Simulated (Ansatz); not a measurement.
Here is the system:

```
CELL_PARAMETERS angstrom
      3.18893     0.00000     0.00000
     -1.59447     2.76169     0.00000
      0.00000     0.00000     5.19236
ATOMIC_POSITIONS crystal
  Ga 0.66667 0.33333 0.49908
  Ga 0.33333 0.66667 0.99908
  N  0.66667 0.33333 0.87592
  N  0.33333 0.66667 0.37592
```

Space group of this cell: P6_3mc, wurtzite. The cell is taken as given; by r2SCAN its mean pressure is -1.0 GPa.

Level of theory: r2SCAN (plane waves, PAW; Ansatz, an electronic-structure program).

The current runs along the normal of the first two printed vectors; no spin-orbit coupling. Scaled by the factor s: all lengths (ions clamped). Meshes 12×12×6 and 12×12 across the current in all rows.

```
s     mean pressure (GPa)  slowest mid-gap decay constant κ (1/Å)
----  -------------------  --------------------------------------
0.98                 12.3                                       ?
1.00                 -1.0                                   0.155
1.02                -11.1                                   0.131
```

**Question.** Take the slope of the slowest mid-gap decay constant κ against ln s from the two given rows, extrapolate to s = 0.98, and say what the run there gives.

**Answer.** Slope = (0.131 − 0.155) / ln 1.02 = -1.21 1/Å. The line gives 0.155 + (-1.21) × ln 0.98 = 0.179 1/Å. The run gives 0.179 1/Å, as the line does.
